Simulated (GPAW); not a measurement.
Input and output of a self-consistent single point for WSi₂ (I4/mmm, 3 atoms in the cell) (GPAW).

Method: PBE, GPAW PAW datasets PBE (gpaw-data 1.0.1) (plane waves; GPAW).

The change in words: lattice scaled by 0.98. Reference geometry:
```xyz
3
Lattice="-1.6288 1.6288 3.9729 1.6288 -1.6288 3.9729 1.6288 1.6288 -3.9729" Properties=species:S:1:pos:R:3 pbc="T T T"
Si     0.0000     0.0000     5.2840
Si     0.0000     0.0000     2.6619
W      0.0000     0.0000     0.0000
```

Reference input (self-consistent single point, DFT PBE, plane waves, GPAW PAW datasets PBE (gpaw-data 1.0.1)): mode = pw; ecut = 550 eV; xc = PBE; kpts = 14 14 14; mesh shift (steps) = 0 0 0; occupations.name = methfessel-paxton; occupations.width = 0.05 eV; occupations.order = 0; nbands = -9; convergence.forces = 0.001 eV/Å; symmetry.symmorphic = false; symmetry.tolerance = 0.0005. This run's input differs from it in these lines:

```diff
@@ -5,7 +5,7 @@
 atoms = Atoms(['Si', 'Si', 'W'],
-              cell=[[-1.628754, 1.628754, 3.972942],
-                    [1.628754, -1.628754, 3.972942],
-                    [1.628754, 1.628754, -3.972942]],
-              positions=[[-0.000000, 0.000000, 5.284013],
-                         [-0.000000, 0.000000, 2.661871],
+              cell=[[-1.596179, 1.596179, 3.893483],
+                    [1.596179, -1.596179, 3.893483],
+                    [1.596179, 1.596179, -3.893483]],
+              positions=[[-0.000000, 0.000000, 5.178332],
+                         [-0.000000, 0.000000, 2.608634],
                          [0.000000, 0.000000, 0.000000]],
```

Log, with long lists cut:

```
     iter     time        total  log10-change:
                         energy   eigst   dens  force
iter:   1 --:--:--   -23.344817
iter:   2 --:--:--   -23.370217   -1.37  -1.19
iter:   3 --:--:--   -23.508859   -1.43  -1.21
iter:   4 --:--:--   -23.461134   -3.89  -1.65
iter:   5 --:--:--   -23.352473   -2.40  -1.73
iter:   6 --:--:--   -23.345770   -3.50  -2.17
iter:   7 --:--:--   -23.337470   -3.52  -2.26
iter:   8 --:--:--   -23.336935c  -4.67  -2.70
iter:   9 --:--:--   -23.336226c  -4.25  -2.76
iter:  10 --:--:--   -23.336231c  -5.57  -3.68
iter:  11 --:--:--   -23.336230c  -7.34  -3.91
iter:  12 --:--:--   -23.336226c  -6.51  -3.94
iter:  13 --:--:--   -23.336226c  -7.19  -4.14c
iter:  14 --:--:--   -23.336226c  -8.25c -4.11c
iter:  15 --:--:--   -23.336227c  -6.64  -4.16c
iter:  16 --:--:--   -23.336225c  -7.12  -4.14c
iter:  17 --:--:--   -23.336225c  -8.42c -4.50c -2.27
iter:  18 --:--:--   -23.336225c  -9.71c -4.59c -3.47c
Converged after 18 iterations.

Dipole moment: (0.000000, -0.000000, -0.000000) |e|*Ang

Energy contributions relative to reference atoms: (reference = -454544.360156)

Kinetic:        +26.058342
Potential:      -21.196321
External:        +0.000000
XC:             -28.124323
Entropy (-ST):   -0.000276
Local:           -0.073785
SIC:             +0.000000
--------------------------
Free energy:    -23.336363
Extrapolated:   -23.336225

Showing only first 2 kpts
 Kpt  Band  Eigenvalues  Occupancy
  0     9     10.10653    2.00000
  0    10     13.61898    0.00000
  0    11     15.86108    0.00000
  0    12     15.87560    0.00000

  1     9     10.65677    2.00000
  1    10     12.79330    2.00000
  1    11     15.64442    0.00000
  1    12     16.22231    0.00000

Fermi level: 12.98785

No gap
No difference between direct/indirect transitions
Energy (eV): -23.336225

Forces in eV/Ang:
  0 Si   -0.00000   -0.00000    0.16651
  1 Si    0.00000   -0.00000   -0.16651
  2 W     0.00000   -0.00000   -0.00000

Stress tensor:
    -0.052996     0.000000     0.000000
     0.000000    -0.052996     0.000000
     0.000000     0.000000    -0.056844
Stress (GPa, Voigt): [-8.4909 -8.4909 -9.1074  0.      0.      0.    ]
```

The run converged in 18 iterations. GPAW prints stress with tension positive. Against the reference run the free energy rises by 7.4 meV/atom, the pressure goes from -5.13 to 8.70 GPa and the largest force goes from 0.011 to 0.167 eV/Å.

The starting cell has typed, rounded lattice constants, without a prior relaxation at this level. Its lattice was rescaled by a random factor within 2.5 % of one. For this run, on top of that: lattice scaled by 0.98. Spin polarisation is off. With a pressure of about 9 GPa the cell is away from its equilibrium volume at this level.

Cost on one core of a shared machine: roughly 3 min.
